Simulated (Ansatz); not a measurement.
Defect migration in beta Si3N4: interstitial N, charge state -1. The step: a direct jump of one N atom (a rearrangement that moves the defect's centre by under 1 Å); the atom moves 0.99 Å along (-0.14, -0.04, -0.09) of the unit cell; the moving atom starts with neighbours N at 1.59; Si at 1.75, Si at 1.86, Si at 2.00 Å and ends with N at 1.59; Si at 1.75, Si at 1.86, Si at 2.00 Å. DFT values are from Ansatz (plane-wave PAW, 420 eV unless said) in a cell of 84 host sites, spin-restricted, static, with no finite-size correction. The charge state is imposed; whether it is stable for some Fermi level was not computed. Sites that were not tried may lie lower. For the PBE band: the saddle point's order was not checked, and it lies on a symmetry element of the cell, where a band can be held.

```csv
Level,Forward barrier (eV),Cost of the band or of the saddle's single point
"CHGNet universal potential (has no charge state), its own band",1.61,-
"PBE, the Γ point alone, band relaxed",0.34,about 4 core-minutes (a rough figure)
"PBE, a 2×2×2 k-point mesh shifted by half a step along c, same geometries",0.34,very roughly 50 core-seconds
"r2SCAN at 500 eV, the Γ point alone, same geometries",[?],around 29 core-seconds (rough)
```

Task: Fill in the missing entries.

Result: 
- r2SCAN at 500 eV, the Γ point alone, same geometries, Forward barrier (eV): 0.42

Ansatz is a program for electronic structure.
